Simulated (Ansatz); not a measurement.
Here is the system:

End structure of O on the 1x1 (0001) surface of hcp Zr, one in a 2x2 cell, started at the site 'hollow Zr-Zr-Zr':

```xyz
17
Lattice="6.4650 0.0000 0.0000 -3.2325 5.5988 0.0000 0.0000 0.0000 27.0000" Properties=species:S:1:pos:R:3 pbc="T T T"
Zr     1.6162     0.9331     9.7249
Zr     0.0000     3.7326     9.7249
Zr     4.8487     0.9331     9.7249
Zr     3.2325     3.7326     9.7249
Zr     0.0000     1.8663    12.1570
Zr    -1.6162     4.6657    12.1570
Zr     3.2325     1.8663    12.1570
Zr     1.6162     4.6657    12.1570
Zr     1.5811     0.9129    14.8305
Zr     0.0000     3.7326    14.8495
Zr     4.8838     0.9129    14.8305
Zr     3.2325     3.7731    14.8305
Zr     0.0000     1.8431    17.3918
Zr    -1.6364     4.6773    17.3918
Zr     3.2325     1.8663    17.1612
Zr     1.6364     4.6773    17.3918
O      0.0000     0.0000    18.3505
```

Slab: 17 atoms, 7.6 Å thick at the start under the adsorbate (thin: gaps and levels are the slab's own); k 5x5x1, smearing 0.1 eV, dipole-corrected; single point; on the structure that PBE left under its start's symmetry; no spin, no spin-orbit, no U, no dispersion correction. At the end it is bonded to 3 Zr. In PBE it is, or lies within 0.03 eV of, the lowest of the starts that converged; the order may differ at this level.

A negative adsorption energy means that the adsorbate is more stable on the surface than in its reference.

Q: Estimate the work function of the top face that r2SCAN, at the PBE geometry in Ansatz (a program for electronic structure) returns for this input.

A: 4.05 eV

Q: Give the change of the step from the bottom to the top vacuum level, against the clean slab at the level r2SCAN, at the PBE geometry.

A: -0.19 eV

Q: What is the computed change of the work function (r2SCAN, at the PBE geometry)?

A: -0.20 eV

Q: Estimate the adsorption energy against ½ O2(g) at the same level that r2SCAN, at the PBE geometry returns for this input.

A: -6.27 eV
